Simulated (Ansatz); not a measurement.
The starting structures come from a database of crystals and need not be the phases stable at ambient conditions.

 Where the default PAW files enter, the runs use the earlier of Ansatz's two default sets.

Input:

```
HfO2
1.0
    3.33360     0.00000     0.00000
    0.00000     5.55640     0.00000
    0.00000     0.00000     6.50500
Hf O
4 8
Direct
  0.75000   0.75132   0.10787
  0.25000   0.24868   0.89213
  0.25000   0.74868   0.60787
  0.75000   0.25132   0.39213
  0.25000   0.97921   0.34145
  0.75000   0.02079   0.65855
  0.75000   0.52079   0.84145
  0.25000   0.47921   0.15855
  0.25000   0.86050   0.92340
  0.75000   0.13950   0.07660
  0.75000   0.63950   0.42340
  0.25000   0.36050   0.57660
```

Space group of this cell: Pnma. The cell is taken as given; by r2SCAN its mean pressure is -3.3 GPa.

The current runs along the normal of the first two printed vectors. All runs by Ansatz (an electronic-structure program), plane waves and PAW, without spin-orbit coupling; the base is r2SCAN.

```tsv
run	mean pressure (GPa)	gap (eV)	mid-gap κ (1/Å)
base	-3.3	3.98	0.412
all lengths scaled by 0.98	16.0	4.12	0.432
all lengths scaled by 1.02	-18.1	___	___
lda in place of r2scan	-13.1	3.31	0.375
lengths across the current scaled by 0.98, ions clamped	9.0	___	___
lengths across the current scaled by 1.02, ions clamped	-13.4	3.89	0.404
lengths along the current scaled by 0.97, ions clamped	6.2	___	___
lengths along the current scaled by 1.03, ions clamped	-11.2	3.88	0.394
pbesol in place of r2scan	-5.7	3.35	0.373
```

Problem. Complete the blanks.

Solution. 
- all lengths scaled by 1.02, gap (eV): 3.83
- all lengths scaled by 1.02, mid-gap κ (1/Å): 0.393
- lengths across the current scaled by 0.98, ions clamped, gap (eV): 4.05
- lengths across the current scaled by 0.98, ions clamped, mid-gap κ (1/Å): 0.419
- lengths along the current scaled by 0.97, ions clamped, gap (eV): 4.08
- lengths along the current scaled by 0.97, ions clamped, mid-gap κ (1/Å): 0.431
